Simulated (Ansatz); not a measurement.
The reference is BaF2 in the fluorite structure (space group Fm-3m, No. 225; a = 6.1374 Å). Axes: x, y, z lie along the cube axes.

All numbers come from PBEsol, PAW, 420 eV (Ansatz, an electronic-structure program; no spin-orbit coupling).

Base values:

| Property | Result |
|---|---|
| Band gap | 6.83 eV |

The change: biaxial strain −1.43 %, plane normal [001], relaxed out of plane (Cartesian); in-plane vectors clamped, the third vector and the atoms free.

Estimate the effect on the band gap and in-plane stress.

The band gap grows by 0.04 eV to 6.87 eV; the mean in-plane stress (compression positive) amounts to +1.4 GPa.

Stability against distortions was not tested.
